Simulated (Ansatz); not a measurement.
Bond-angle distributions (per cent of the angles at each element, bins of 10°) of a relaxed model of amorphous Al12As12S36 at 2.77 g/cm³. Computed with PBE-D3(BJ), scalar-relativistic without spin-orbit coupling (plane waves to 420 eV, PAW; Ansatz, a program for electronic structure).

Preparation: random packing, a CHGNet melt and quench, and a DFT relaxation. The hot cell started wider than the set density and was brought back towards it in steps. It is the lowest in DFT energy of 3 quenches. It is a model cell: composition and starting density were chosen by hand, and all elements were melted together. The geometry includes D3(BJ) dispersion. Its density started from a set value of 2.46 and ended at 2.77 g/cm³. The quench (nominally 120 K/ps over its main leg) was far faster than any real one, so the model tends to hold more defects than a real film. Values belong to this one cell and scatter from quench to quench. Volume and shape were free in the relaxation.

Neighbours within Al-Al 2.90 Å, Al-As 2.88 Å, Al-S 2.70 Å, As-As 2.80 Å, As-S 2.62 Å, S-S 2.39 Å count as bonded.

| angle (°) | at Al | at As | at S |
|---|---|---|---|
| 50-60 | 2 | 3 | 0 |
| 60-70 | 0 | 0 | 0 |
| 70-80 | 4 | 3 | 5 |
| 80-90 | 16 | 10 | 27 |
| 90-100 | 20 | 62 | 26 |
| 100-110 | 21 | 15 | 15 |
| 110-120 | 17 | 3 | 12 |
| 120-130 | 9 | 0 | 7 |
| 130-140 | 4 | 3 | 3 |
| 140-150 | 0 | 0 | 3 |
| 150-160 | 0 | 0 | 1 |
| 160-170 | 4 | 0 | 0 |
| 170-180 | 4 | 0 | 0 |

They go with these counts of neighbours within the cut-offs, cation contacts included: Al mean 4.6, most often 4; As mean 3.1, most often 3; S mean 2.5, most often 2.
